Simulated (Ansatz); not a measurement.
**TiTe2: thickness series**

The parent structure is TiTe2 in the CdI2 type structure (space group P-3m1, No. 164; a = 3.697 Å, c = 6.384 Å; layered, stacked along the Cartesian z axis).

Free-standing slabs (3 atom(s) a layer) normal to the stacking axis with 15 Å of vacuum; in-plane cell relaxed.

Calculations: Ansatz (an electronic-structure program) PBE-D3(BJ), spin-orbit coupling left out.

Notes on the quantities. excess energy per area of both faces: slab less bulk energy over the cell's area: twice a surface energy; uncertain by up to 0.1 J/m².

| change | excess energy per area of both faces | in-plane lattice parameter a | shortest interatomic distance | thickness between the outermost nuclei |
|---|---|---|---|---|
| base | – | 3.697 Å | 2.748 Å | – |
| 1 layer | 0.63 J/m² | 3.678 Å | 2.760 Å | 3.53 Å |
| 2 layers | 0.7 J/m² | 3.682 Å | 2.745 Å | 9.99 Å |
| 3 layers | 0.7 J/m² | 3.684 Å | 2.744 Å | 16.42 Å |

The excess energy carries the mismatch between the slab's and the bulk's meshes. Stability against distortions was not tested. The final runs are not spin-polarised.
